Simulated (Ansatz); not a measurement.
# C, response to strain

Base system: C in the diamond structure (space group Fd-3m, No. 227; a = 3.532 Å).

Strains are applied to the cell and any free atomic positions relax.

Calculations: Ansatz (a first-principles code), LDA, PAW, cutoff 420 eV, no spin-orbit coupling.

Notes on the quantities. energy relative to the base: free energy F.

```tsv
isotropic strain (%)	energy relative to the base (meV/atom)
-3	70.5
-2.5	48.3
-1	7.5
-0.5	1.9
0	0.0
0.5	1.8
1.5	15.7
2	?
2.5	42.4
```

Fit ΔE = Aε² + Bε³ (ε in %) to the rows shown and predict the withheld row.

Least squares on the printed values gives A = 7.26 and B = -0.19 meV/atom (largest residual 0.1 meV/atom); this predicts 27.5 meV/atom, and the run gives 27.5 meV/atom, in agreement.

Stability against distortions was not tested.
